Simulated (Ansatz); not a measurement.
```yaml
crystal:
  lattice:
    - [0.00000, 5.76150, 5.76150]
    - [5.76150, 0.00000, 5.76150]
    - [5.76150, 5.76150, 0.00000]
  atoms:
    - { symbol: Bi, position: [0.00000, 0.00000, 0.00000] }
    - { symbol: Ag, position: [0.50000, 0.50000, 0.50000] }
    - { symbol: Cs, position: [0.25000, 0.25000, 0.25000] }
    - { symbol: Cs, position: [0.75000, 0.75000, 0.75000] }
    - { symbol: Br, position: [0.25113, 0.74887, 0.25113] }
    - { symbol: Br, position: [0.25113, 0.74887, 0.74887] }
    - { symbol: Br, position: [0.74887, 0.25113, 0.74887] }
    - { symbol: Br, position: [0.74887, 0.25113, 0.25113] }
    - { symbol: Br, position: [0.25113, 0.25113, 0.74887] }
    - { symbol: Br, position: [0.74887, 0.74887, 0.25113] }
```

No spin polarisation.

All numbers come from PBEsol (Ansatz, an electronic-structure program), no spin-orbit coupling. k-mesh 5×5×5 (Γ-centred); smearing 0.05 eV (Fermi–Dirac).

Task: Predict the hole mass, gap character and pressure.

Result: 
- Hole mass = 0.21 mₑ along k, 0.82 mₑ across (at X)
- Gap character = indirect, X → L
- Pressure = -1.83 GPa

Spin-orbit coupling, missing from the scalar runs, can matter with Bi. The cells carry an imposed strain or load. Masses are band curvatures over ±0.01 Å⁻¹ around the edge. Along k means along the line from Γ to the band edge. Whether these cells are dynamically stable was not tested. The cell was made from Cs$_{2}$AgBiBr$_{6}$ (space group Fm-3m, No. 225) by this change: isotropic strain +3.00 %.
